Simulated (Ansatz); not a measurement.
The starting structures come from a database of crystals and need not be the phases stable at ambient conditions.

Tunnelling through a barrier is set by its complex band structure: the current falls as exp(−2κd) with the smallest κ.

Given:

```
CELL_PARAMETERS angstrom
      6.71510     0.00000     0.00000
      0.00000     6.71510     0.00000
      3.35755    -3.35755     3.45828
ATOMIC_POSITIONS crystal
  Hf 0.12500 0.25000 0.00000
  Hf 0.25000 0.37500 0.50000
  Hf 0.37500 0.75000 0.00000
  Hf 0.75000 0.12500 0.50000
  Hf 0.87500 0.87500 0.75000
  Hf 0.62500 0.62500 0.25000
  N  0.50000 0.00000 0.86634
  N  0.00000 0.13366 0.63366
  N  0.13366 0.86634 0.86634
  N  0.86634 0.50000 0.63366
  N  0.00000 0.63366 0.13366
  N  0.50000 0.00000 0.36634
  N  0.36634 0.50000 0.13366
  N  0.63366 0.36634 0.36634
```

Space group of this cell: I-42d. The cell is strained (lengths along the current scaled by 1.03, ions clamped); by r2SCAN its mean pressure is -9.8 GPa.

Transport runs along the normal of the first two printed cell vectors, the (001) (indices of the unstrained crystal) plane of the conventional cell.

The gap is the functional's own, uncorrected, and κ follows it; spin-orbit coupling is left out. Mid-gap values are interpolated between the computed energies.

State the band gap and the smallest decay constant κ at mid-gap according to r2SCAN (Ansatz, an electronic-structure program).

Gap 1.31 eV on a 10×10×10 mesh; κ = 0.195 1/Å, at the zone centre.
